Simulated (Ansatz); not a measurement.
# What uniaxial strain ε_zz = −3.00 % does to AlN

Start from AlN in the zinc blende structure (space group F-43m, No. 216; a = 4.3698 Å). Axes: x, y, z lie along the cube axes.

It is then changed as follows: uniaxial strain ε_zz = −3.00 %, all other strain components held at zero, atoms relaxed at fixed cell.

The values are results of DFT with r2SCAN, PAW potentials and a 500 eV plane-wave cutoff in Ansatz (a quantum-chemistry and plane-wave program), without spin-orbit coupling, not measurements. Γ-centred 13×13×13 mesh, Fermi–Dirac width 0.05 eV.

The space group goes from F-43m (No. 216) to I-4m2 (No. 119) and the energy grows by 9.1 meV/atom. The pressure (mean of the normal stresses, compression positive) rises by 6.710 GPa to 6.71 GPa and the band gap shrinks by 0.15 eV to 3.79 eV. The gap character is indirect, Γ → M and the smallest direct gap goes up by 0.20 eV to 5.04 eV. The electron mass goes from 0.51 mₑ along k, 0.33 mₑ across (at X) to 0.48 mₑ along k, 0.34 mₑ across (at X) and the hole mass comes out as 0.34 mₑ along z, 1.4 mₑ across (at Γ). The valence-band top at Γ (three highest levels, from the VBM) is 0.00, -0.12, -0.12 eV and the valley order (the lowest conduction-band minima on the path, energy above the VBM, named in the base's zone) goes from X along ⟨100⟩ 3.94 eV; Γ 4.84 eV to X along [001] 3.79 eV; X along [100] 3.94 eV; Γ 5.04 eV. The stress (xx, yy, zz, yz, xz, xy; compression positive) amounts to (5.41, 5.41, 9.33, 0.00, 0.00, 0.00) GPa.

Final structure:

```yaml
crystal:
  lattice:
    - [0.00000, 2.18488, 2.11933]
    - [2.18488, 0.00000, 2.11933]
    - [2.18488, 2.18488, 0.00000]
  atoms:
    - { symbol: Al, position: [0.00000, 0.00000, 0.00000] }
    - { symbol: N, position: [0.25000, 0.25000, 0.25000] }
```

Cost of the whole job for the changed cell (relaxation, final SCF and bands): roughly 24 core-seconds.

Effective masses come from finite differences of ±0.01 Å⁻¹. Along k means along the line from Γ to the band edge. Stability against distortions was not tested. This is not the structure that AlN has at room temperature and ambient pressure. k-point labels follow each cell's own Brillouin zone.
